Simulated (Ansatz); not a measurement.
Input:

```yaml
crystal:
  lattice:
    - [3.83534, 0.00000, 0.00000]
    - [0.00000, 3.83534, 0.00000]
    - [0.00000, 0.00000, 4.75452]
  atoms:
    - { symbol: Sn, position: [0.00000, 0.50000, 0.24386] }
    - { symbol: Sn, position: [0.50000, 0.00000, 0.75614] }
    - { symbol: O, position: [0.50000, 0.50000, 0.00000] }
    - { symbol: O, position: [0.00000, 0.00000, 0.00000] }
```

Computed with PBE+D3BJ, rigid bands (plane waves, PAW, scalar-relativistic; Ansatz, an electronic-structure program). Condition of this run: functional PBE, cell relaxed with it. How the cell was made: cell and atoms relaxed with PBE+d3bj.

**Question.** Is this a good metal at this level?

**Answer.** No. No gap shows, but r2SCAN opens one on the same cell, so the missing gap may be the functional's error (that test had no spin-orbit coupling). N(E_F) = 0.111 states/eV a cell at 300 K and the Drude plasma energy along the best axis is 0.46 eV, several times under that of a simple or noble metal.

Spin-orbit coupling is left out; it can open or close a small gap.
